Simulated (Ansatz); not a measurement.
The starting structures come from a database of crystals and need not be the phases stable at ambient conditions.

By PBEsol, the system below comes out a metal.

Without scattering a metal conducts by its projected Fermi surface.

Data:

```yaml
crystal:
  lattice:
    - [2.91475, 0.00000, 0.00000]
    - [0.00000, 9.02139, 0.00000]
    - [0.00000, 4.51069, 2.60425]
  atoms:
    - { symbol: Ta, position: [0.00000, 0.00000, 0.00000] }
    - { symbol: Ta, position: [0.50000, 0.66667, 0.00000] }
    - { symbol: Ta, position: [0.50000, 0.33333, 0.00000] }
    - { symbol: N, position: [0.00000, 0.60761, 0.39239] }
    - { symbol: N, position: [0.00000, 0.39239, 0.21522] }
    - { symbol: N, position: [0.00000, 0.00000, 0.39239] }
```

The cell is taken as given; by PBEsol it stands under a pressure of -5.6 GPa.

The current flows along the normal of the first two printed cell vectors, the (110) plane of the conventional cell. No spin-orbit coupling; the value is a mean over 0.1 eV about the Fermi level.

### Question
Give the ballistic conductance per area that PBEsol in Ansatz (a program for electronic structure) yields.

### Answer
0.22 × 10¹⁵ S/m² for both spins.
